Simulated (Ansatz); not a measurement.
An Ansatz (a program for electronic structure) run: Li with a change (x(Na) = 0.75, 4 atoms, R-3m); plane-wave PAW DFT at the PBEsol level (Ansatz, 420 eV), no spin-orbit coupling.

Input:

Ansatz 0.2 input:
```yaml
crystal:
  lattice:
    - [5.6599779973, 3.2677898204, 1.1594518452]
    - [-5.6599779973, 3.2677898204, 1.1594518452]
    - [0, -6.5355796407, 1.1594518452]
  atoms:
    - { symbol: Na, position: [0.5, 0, 0] }
    - { symbol: Li, position: [0.5, 0.5, 0.5] }
    - { symbol: Na, position: [0, 0.5, 0] }
    - { symbol: Na, position: [0, 0, 0.5] }
basis: { ecutwfc: 420, ecutrho_ratio: 4, xc_grid: 2, fft_grid_basis: typed }
kpoints: { mp_grid: { grid: [14, 14, 14] } }
hamiltonian:
  xc: pbesol
  dispersion: none
  pseudopotentials: { kind: paw }
scf: { occupations: { method: fermi_dirac, width: 0.05 }, convergence: { dr2_threshold: 0.0000000004 } }
output: { forces: true, stress: true }
checkpoint: { write: state.ck, write_every: 1000 }
```

Output (explanatory and most iteration lines left out):

```
Pseudopotential: Na, paw, valence charge 9
Pseudopotential: Li, paw, valence charge 3
Crystal: 4 atoms, lattice volume = 128.669 Å³
Basis set: ecut = 420 eV, 2517 PW (Γ), exchange–correlation on 90×90×90 points (8 copies of the dense FFT grid, shifted against one another)
Bands: 19, of which v1, the nominal top of the filled ones, is band 15 counted from 1 (14 counted from 0)
Symmetry: 12 space group operations
Space group: R-3m (ITA 166), of the structure as read, at distance tolerance 5.0e-5 Å
k-points: 288 of 2744
Functional: x = pbesol(κ = 0.804, μ = 0.12345679012345678), c = pbesol(β = 0.046)
SCF iter   1: F=—  HF=-4630.478828 eV  |F-HF|=—  |Δ(HF+E_count)|=         —  Δρ=1.85e-3  dr2=2.82e-3  ethr=1.77e-3  ⟨swp⟩=4.8  Hψ=22497  notcnv=0
SCF iter   2: F=—  HF=-4630.475802 eV  |F-HF|=—  |Δ(HF+E_count)|=   3.03e-3  Δρ=7.66e-4  dr2=9.78e-4  ethr=9.41e-6  ⟨swp⟩=2.0  Hψ=11827  notcnv=0
SCF 1 converged in 8 iterations: F = -4630.475450 eV  dr2 = 1.80e-10
SCF converged after 8 iterations
Free energy (F): -4630.475450 eV
Internal energy: -4630.460777 eV  (E = F + TS)
E sigma→0 (E₀):  -4630.468114 eV
Entropy (-TS):   -0.014674 eV (-3.668 meV/atom)
Fermi energy:    1.715604 eV
--- Forces (eV/Å), atoms counted from 1 ---
  atom   1  Na    -0.00000000     0.00000000     0.00000000
  atom   2  Li     0.00000000    -0.00000000     0.00000000
  atom   3  Na    -0.00000000    -0.00000000    -0.00000000
  atom   4  Na     0.00000000    -0.00000000     0.00000000
--- Stress (GPa, compression-positive) ---
       -0.000747       0.000000      -0.000000
        0.000000      -0.000747       0.000000
       -0.000000       0.000000      -0.000513
  P = ⅓ Tr σ = -0.0007 GPa (-0.007 kbar)
```

Each cell is one ordered arrangement of few atoms, which overstates ordering effects compared with a random alloy. Stability against distortions was not tested. The cell was made from Li by this change: x(Na) = 0.75, 4 atoms, R-3m.
